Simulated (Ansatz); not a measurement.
Start from CdS in the wurtzite structure (space group P6_3mc, No. 186).

```xyz
4
Lattice="4.1244 0.0000 0.0000 -2.0622 3.5718 0.0000 0.0000 0.0000 6.7082" Properties=species:S:1:pos:R:3 pbc="T T T"
Cd     0.0000     2.3812     0.0011
Cd     2.0622     1.1906     3.3552
S      0.0000     2.3812     2.5278
S      2.0622     1.1906     5.8819
```

Cartesian axes are those of the cell as printed.

Computed with plane-wave PAW DFT at the PBEsol level (Ansatz, a first-principles code, 420 eV), scalar-relativistic without spin-orbit coupling.

For the base:

- Band gap = 1.09 eV
- Pressure = 0.00 GPa

Now apply this change: uniaxial strain ε_xx = +1.80 %, all other strain components held at zero; the atoms relax in the strained cell.

Problem. How does this affect the hole mass, band gap and pressure?

Solution. The hole mass is 1.6 mₑ along x, 0.12 mₑ along y, 1.7 mₑ along z (at Γ); the band gap falls by 0.05 eV, from 1.09 eV to 1.04 eV; the pressure (mean of the normal stresses, compression positive) goes from zero to -1.06 GPa.

Masses are band curvatures over ±0.01 Å⁻¹ around the edge. Whether these cells are dynamically stable was not tested.
